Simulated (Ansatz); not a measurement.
**L1₀ (CuAu-type) FePt, bulk modulus**

Reference value: 208 GPa (measured, room temperature, no zero-point or thermal correction; as tabulated in First-principles calculations on Fe-Pt nanoclusters of various morphologies).

```
level (code)            value (GPa)  cell (Å³/atom)
----------------------  -----------  --------------
LDA (Ansatz)                    253           13.02
PBE (Ansatz)             (withheld)           14.02
PBEsol (Ansatz)          (withheld)           13.42
PBE-D4 (Ansatz)                 219           13.65
PBEsol-D3(BJ) (Ansatz)          252           13.07
rVV10 (Ansatz)                  196           14.31
r²SCAN (Ansatz)                 218           13.91
r²SCAN-D4 (Ansatz)       (withheld)           13.80
r²SCAN+rVV10 (Ansatz)           227           13.75
```

Task: Some entries are withheld; supply them.

Result: 
- PBE (Ansatz, a program for electronic structure), value (GPa): 201
- PBEsol (Ansatz), value (GPa): 232
- r²SCAN-D4 (Ansatz), value (GPa): 223

Differences against the reference: LDA +22 %, PBE -3.4 %, PBEsol +11.5 %, PBE-D4 +5.3 %, PBEsol-D3(BJ) +21 %, rVV10 -5.8 %, r²SCAN +4.8 %, r²SCAN-D4 +7.2 %, r²SCAN+rVV10 +9.1 %.

The reference is not for a static lattice or low temperature, so close values are not ranked against it.

The reference isn't brought to a static lattice, while the calculations are for one, so the differences are not the levels' errors alone. A static lattice is as a rule stiffer than a warm one, by over a tenth in soft solids. Spin-polarised runs: LDA (parallel moments), PBE (parallel moments), PBEsol (parallel moments), PBE-D4 (parallel moments), PBEsol-D3(BJ) (parallel moments), rVV10 (parallel moments), r²SCAN (parallel moments), r²SCAN-D4 (parallel moments), r²SCAN+rVV10 (parallel moments). Density-functional levels without +SOC have no spin–orbit coupling. Each level is taken at its own relaxed cell. Cutoffs differ between the levels. Ansatz's density-functional and Hartree–Fock values are scalar-relativistic unless marked +SOC, with PAW data made under PBE.

Differences are worked out from the printed values.
